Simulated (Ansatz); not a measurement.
```
InP
1.0
    0.00000     2.93940     2.93940
    2.93940     0.00000     2.93940
    2.93940     2.93940     0.00000
In P
1 1
Direct
  0.00000   0.00000   0.00000
  0.25000   0.25000   0.25000
```

Levels: band masses from HSE06, rigid bands run with Ansatz (an electronic-structure program); dielectric response from LDA (Ansatz).

**Question.** Estimate the Fröhlich constants and the polar-limited mobilities at 300 K.

**Answer.** electrons: mass 0.095 mₑ, α = 0.089, about 6200 cm²/(V·s) by the iterated Boltzmann equation for weak coupling (ε∞ 11.6, static ε 14.3, LO 42 meV).

Model: isotropic Fröhlich coupling of one parabolic band to one effective longitudinal optical (LO) phonon, from the dielectric constants and phonon modes at the zone centre, chosen so that α equals the sum over the polar modes. Acoustic, nonpolar, intervalley and impurity scattering are left out, and they lower the mobility further; with several valleys or bands the averaged mass is a rough stand-in. Semilocal functionals tend to overestimate ε∞, which makes α low and the mobility high.
